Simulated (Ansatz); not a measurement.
AgIn$_{2}$ (I4/mcm): band-structure transport figures

Here is the system:

```
CELL_PARAMETERS angstrom
     -3.42354     3.42354     2.77733
      3.42354    -3.42354     2.77733
      3.42354     3.42354    -2.77733
ATOMIC_POSITIONS crystal
  In 0.34544 0.15456 0.50000
  In 0.65456 0.84544 0.50000
  In 0.15456 0.65456 0.80913
  In 0.84544 0.34544 0.19087
  Ag 0.75000 0.75000 0.00000
  Ag 0.25000 0.25000 0.00000
```

The numbers are results of PBEsol, rigid bands (plane waves, PAW, scalar-relativistic; Ansatz, an electronic-structure program), not measurements. Geometry: cell and atoms relaxed with PBEsol.

| Item | Value |
|---|---|
| density of states at the Fermi level | 2.25 states/(eV·cell), both spins |
| bare Sommerfeld coefficient | 0.88 mJ/(mol of atoms·K²) |
| Drude plasma energy | 8.2 (x), 8.2 (y), 8.0 (z) eV |
| root-mean-square Fermi velocity | 1.2e6 m/s |
| resistivity times τ | 7.2 (x), 7.2 (y), 7.6 (z) ×10⁻²² Ω·m·s |

A metal at this level (no band gap); rigid bands, thermally averaged at 300 K, both spins. Spin-orbit coupling is left out. τ is one relaxation time for all states.

Formula and space group known from diffraction (Crystallography Open Database), not checked to be the room-temperature form: AgIn2 (I4/mcm).
